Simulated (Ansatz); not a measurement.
Base system: VO₂ in the rutile structure (space group P4_2/mnm, No. 136; a = 4.584 Å, c = 2.839 Å; ferromagnetic).

(Cell as relaxed with PBE.)

Levels (all Ansatz, an electronic-structure program, PAW, earlier PAW set): PBE (420 eV, scalar-relativistic without spin-orbit coupling); PBEsol (420 eV, no SOC).

Each level relaxes its own structure.

```
base                     PBE   PBEsol
-------------------  -------  -------
volume per atom      9.94 Å³  9.62 Å³
lattice parameter a  4.584 Å  4.537 Å
band gap                zero     zero
largest site moment  0.83 μB  0.79 μB
```

Now apply this change: a hydrostatic pressure of 15 GPa.

```csv
quantity,PBE,PBEsol
largest site moment,0.80 μB,0.72 μB
magnetic state,ferromagnetic,ferromagnetic
c/a ratio,0.622,0.617
lattice parameter a,4.492 Å,4.459 Å
```

PBE's largest site moment lies 0.08 μB above PBEsol's; PBE's c/a ratio lies 0.0045 above PBEsol's; PBE's lattice parameter a lies 0.033 Å above PBEsol's (0.7 %); the two agree on the magnetic state. Neither level is exact; PBEsol is the comparison here, not a measurement.

Other magnetic orders, which the real material may have, were not ruled out. Load acts through the strain it causes; cell and atoms are relaxed under it. Whether these cells are dynamically stable was not tested. Competing high-pressure phases were not computed. No Hubbard U is applied, and correlation can decide whether such a compound is a metal. The base started in Pnnm and relaxed to P4_2/mnm at this level.
